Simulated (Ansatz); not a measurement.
A hypothetical phase is included: elements placed on a structure type, which no database files for this compound.

By PBEsol, the system below comes out a metal.

Data:

```
CELL_PARAMETERS angstrom
      4.04338     0.00000     0.00000
      0.00000     5.71821     0.00000
      2.02169     2.85910     2.02169
ATOMIC_POSITIONS crystal
  Pt 0.50000 0.75000 0.00000
  Pt 0.00000 0.50000 0.00000
```

The cell was relaxed by PBE-D3(BJ); by PBEsol it stands under a pressure of -2.0 GPa.

The current flows along the normal of the first two printed cell vectors, the (110) plane of the conventional cell. No spin-orbit coupling; the value is a mean over 0.1 eV about the Fermi level.

Q: Predict the ballistic conductance per area from PBEsol in Ansatz (a first-principles code).

A: 1.1 × 10¹⁵ S/m² for both spins.
